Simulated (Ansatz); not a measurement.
The starting structures come from a database of crystals and need not be the phases stable at ambient conditions.

Consider the following.

```yaml
crystal:
  lattice:
    - [6.39640, 0.00000, 0.00000]
    - [0.00000, 7.28501, 0.00000]
    - [0.00000, 0.00000, 6.10021]
  atoms:
    - { symbol: Zn, position: [0.34971, 0.50000, 0.34367] }
    - { symbol: Zn, position: [0.65029, 0.00000, 0.84367] }
    - { symbol: Si, position: [0.32952, 0.00000, 0.34515] }
    - { symbol: Si, position: [0.67048, 0.50000, 0.84515] }
    - { symbol: Cu, position: [0.82798, 0.24724, 0.33371] }
    - { symbol: Cu, position: [0.17202, 0.25276, 0.83371] }
    - { symbol: Cu, position: [0.82798, 0.75276, 0.33371] }
    - { symbol: Cu, position: [0.17202, 0.74724, 0.83371] }
    - { symbol: S, position: [0.64418, 0.00000, 0.46130] }
    - { symbol: S, position: [0.35582, 0.50000, 0.96130] }
    - { symbol: S, position: [0.16588, 0.23760, 0.46307] }
    - { symbol: S, position: [0.83412, 0.26240, 0.96307] }
    - { symbol: S, position: [0.16588, 0.76240, 0.46307] }
    - { symbol: S, position: [0.83412, 0.73760, 0.96307] }
    - { symbol: S, position: [0.68089, 0.50000, 0.49423] }
    - { symbol: S, position: [0.31911, 0.00000, 0.99423] }
```

The cell is taken as given; by PBEsol it stands under a pressure of -0.8 GPa.

Transport runs along the normal of the first two printed cell vectors.

The gap is the functional's own. No spin-orbit coupling. Mid-gap values are those at the computed energy nearest the middle.

Q: State the band gap and the smallest decay constant κ at mid-gap according to PBEsol run with Ansatz (a first-principles code).

A: Gap 1.37 eV on a 6×4×6 mesh; κ = 0.138 1/Å, at the zone centre.
